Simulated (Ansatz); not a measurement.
Band gap of rock-salt alkali halides: measurement against PBEsol

Computed values from Ansatz (plane waves, PAW); cells keep the symmetry of their structure type. Ansatz (a first-principles code) is a plane-wave DFT program; potentials: the later of its two PAW sets. No spin-orbit coupling. Gaps are read at band edges searched over the zone in cells relaxed at that level.

Here x stands for PBEsol gap and y for measured gap.

```csv
solid,PBEsol gap (eV),measured gap (eV),basis of the measured value
NaI,3.59,?,"not stated, as measured"
KI,3.87,6.10,"not given (compiled; stated errors 0.2-0.5 eV), as measured"
RbBr,4.22,7.20,"not given (compiled; stated errors 0.2-0.5 eV), as measured"
RbCl,4.90,8.50,"not given (compiled; stated errors 0.2-0.5 eV), as measured"
KCl,5.10,8.50,"unstated, as measured"
KF,6.15,10.90,"unstated, as measured"
NaF,6.20,11.70,"unstated, as measured"
```

The 6 complete rows are fitted with a straight line, y against x. With u = x - 5.1, the rows have u = -1.2300, -0.8800, -0.2000, 0.0000, 1.0500, 1.1000. Means: u -0.026667, y 8.817. About the means, the sum of products is 10.187 and the sum of squares of u is 4.6355; the slope is their ratio. Least squares gives y = 8.875 + 2.1975·u. Residuals (row less fit): -0.072, 0.259, 0.065, -0.375, -0.282, 0.408; standard error 0.340 (degrees of freedom: 4). The slope is 2.20 with a standard error of 0.16. Before the fit, PBEsol less measured has mean -3.743, mean absolute 3.743 and median absolute 3.500 eV over these 6 rows.

Question: Predict the withheld y at x = 3.59 from the fit, and compare with measurement.

Answer: u = -1.5100, so y = 8.875 + 2.1975 × (-1.5100) = 5.557 eV. The measured value is 5.90 eV, 0.343 eV above the prediction (5.9 % of the range of y in the table). The row lies outside the fitted rows, so this is an extrapolation. From the scatter of the fitted rows alone, a prediction at this place has a standard error of 0.436 eV, so the miss is 0.8 times that.

Plain PBEsol misses this row by -2.31 eV. These measured values aren't marked as zero-point corrected, so thermal and zero-point effects can be part of a miss beside the level's own error; see the basis column. Spin-orbit coupling is left out, which can shift this property for NaI, KI, RbBr. The rows are a random draw of 7 from the 9 solids that have both values on this basis (room or unstated temperature), of 15 computed in this series. Not drawn: V to Ni and open 4f shells, rows kept for tests, unfit runs, cells that left their space group, values derived or compiled from fits, values whose temperature is given only as extrapolated, encyclopaedia, home-page and unnamed sources, sources from 2025 on, runs on another kind of cell, cells with moments, not at rest, warned of a lower state, or off the usual phase with no note on it here. Optical and fundamental gaps aren't told apart in the measured column. Measured values as quoted by these papers, many of them computational: NaI Abedi et al., (2022), arXiv:2211.14644; KI Aguado et al., (1998), arXiv:cond-mat/9809176; RbBr Aguado et al., (1998), arXiv:cond-mat/9809176; RbCl Aguado et al., (1998), arXiv:cond-mat/9809176; KCl David Koller et al., Journal of Physics Condensed Matter (2013), arXiv:1304.4470; KF David Koller et al., Journal of Physics Condensed Matter (2013), arXiv:1304.4470; NaF David Koller et al., Journal of Physics Condensed Matter (2013), arXiv:1304.4470.
